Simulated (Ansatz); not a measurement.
Data:

```
ZrC
1.0
    0.00000     2.33454     2.38823
    2.33454     0.00000     2.38823
    2.33454     2.33454     0.00000
C Zr
1 1
Direct
  0.00000   0.00000   0.00000
  0.50000   0.50000   0.50000
```

No spin polarisation.

Computed with PBEsol (Ansatz, a quantum-chemistry and plane-wave program; PAW; 420 eV plane waves; no SOC). k-mesh 21×21×21 (Γ-centred); smearing 0.1 eV (Fermi–Dirac).

### Question
Predict the pressure and band gap.

### Answer
Pressure (mean of the normal stresses, compression positive): -4.9 GPa
Band gap: zero

The cells carry an imposed strain or load. Stability against distortions was not tested. All final runs are without spin polarisation. The cell was made from ZrC in the rock salt structure (space group Fm-3m, No. 225) by this change: uniaxial strain ε_zz = +2.30 %.
